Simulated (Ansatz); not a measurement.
**zinc-blende CdSe: the defect Cd interstitial**

The numbers are results of PBE, PAW (plane waves to 420 eV; Ansatz, a quantum-chemistry and plane-wave program), not measurements. Cell: 64 sites, 2×2×2 repeats of a cell of 8 atoms; final energies on a 2×2×2 shifted mesh. Site at the start: void with 4Cd nearest. Charged cells carry a point-charge image correction with potential alignment at far atoms. Dielectric constants: PBE linear response of the host. Host gap at this level: 0.49 eV. These values are not converged in cell size to better than tenths of an eV. The semilocal functional narrows the gap, so deep levels can fall outside it. Spin–orbit coupling is left out. Each state is the lowest found from its start.

Formation energies E_f are given with the Fermi level at the valence-band maximum. Chemical conditions: Cd-rich (Δμ(Cd) = 0.00 eV; only phases computed here count, gases as isolated molecules at 0 K); Se-rich (Δμ(Cd) = -1.27 eV; only phases computed here count, gases as isolated molecules at 0 K). Reference phases: Cd: hcp Cd.

The name describes the start; the neighbours show where the atoms ended.

Charges with a result: +2, +1, 0. Others weren't obtained, and one of them could lie lower, also by skipping a charge.

| charge | moment (μB) | largest move off a lattice site (Å) | neighbours of the last Cd atom of the defect at the end (Å) | image correction with alignment (eV) | E_f, Cd-rich (eV) | E_f, Se-rich (eV) |
|---|---|---|---|---|---|---|
| +2 | not spin-polarised | 0.33 | Cd 3.00, Cd 3.00, Cd 3.01, Cd 3.01, Se 3.01, Se 3.01, Se 3.01, Se 3.01 (the shell may go on) | 0.90 | -0.08 | 1.19 |
| +1† | 0.9 | 0.28 | Cd 2.95, Cd 2.95, Cd 2.95, Cd 2.95, Se 3.06, Se 3.07, Se 3.07, Se 3.08 (the shell may go on) | 0.35 | – | – |
| 0† | not spin-polarised | 0.22 | Cd 2.90, Cd 2.90, Cd 2.90, Cd 2.90 | 0.00 | 1.83 | 3.09 |

† Not settled in this cell, so no level is given: charge +1: carriers not clearly localised, level within 0.1 eV of a band edge or past it; charge 0: carriers not clearly localised, level within 0.1 eV of a band edge or past it.

Flagged in the runs: a strain field that reaches the edge of the cell.
